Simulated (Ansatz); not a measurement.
A (5,2) carbon nanotube has 52 atoms in a period of 8.888 Å, a mean diameter of 5.01 Å, and lies 330 meV/atom over the flat sheet relaxed at the same level.

Method: PBE (plane waves to 420 eV, PAW; Ansatz, a quantum-chemistry and plane-wave program). Mesh 1×1×12. No spin polarisation. It repeats along c; a and b span vacuum. An idealised model, rolled from the flat sheet. Only distortions within the start's symmetry and period were free.

Which bending rigidity of the sheet does this imply in the thin-plate picture?

A plate bent to radius R stores D/(2R²) an area. The area an atom is π × 5.01 × 8.888/52 = 2.69 Å², so the stored energy is 0.330/2.69 = 0.1227 eV/Å². With R = 2.505 Å, D = 2R² × 0.1227 = 1.5 eV. At this curvature the harmonic plate is a rough guide.
